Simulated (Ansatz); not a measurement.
ZrB2 (model structure, P6₃/mmc, No. 194, 6 atoms in the cell) was calculated with LDA in Ansatz (PAW).

Numerical settings: plane-wave cutoff 520 eV, 24×24×8 k mesh (along the axes of the cell as run), Fermi–Dirac smearing 0.05 eV, scalar-relativistic PAW data made under PBE.

Cell (relaxed at this level):

```cif
data_B4Zr2
_chemical_formula_sum 'Zr2 B4'
_space_group_name_H-M_alt 'P63/mmc'
_space_group_IT_number 194
_space_group_name_Hall '-P 6c 2c'
_cell_length_a 3.02759
_cell_length_b 3.02759
_cell_length_c 8.44762
_cell_angle_alpha 90.000
_cell_angle_beta 90.000
_cell_angle_gamma 120.000
loop_
_atom_site_label
_atom_site_type_symbol
_atom_site_symmetry_multiplicity
_atom_site_Wyckoff_symbol
_atom_site_fract_x
_atom_site_fract_y
_atom_site_fract_z
_atom_site_occupancy
Zr1 Zr 2 c 0.33333 0.66667 0.25000 1
B1 B 4 f 0.66667 0.33333 0.02735 1
```

### Question
Give the computed bulk modulus.

### Answer

- bulk modulus: 183 GPa

The run finds no gap.

Note: the bulk modulus is −V dP/dV from two relaxed cells at ±2 % in volume; the relaxation could raise the start's symmetry but not lower it, so the cell can be a saddle point.

It cost very roughly 6 core-minutes of CPU time.

A model structure was made by putting elements into a prototype or built by hand; it is no filed structure, need not be a known phase, and can be a saddle point held by its symmetry.

Ansatz is a program for electronic structure.
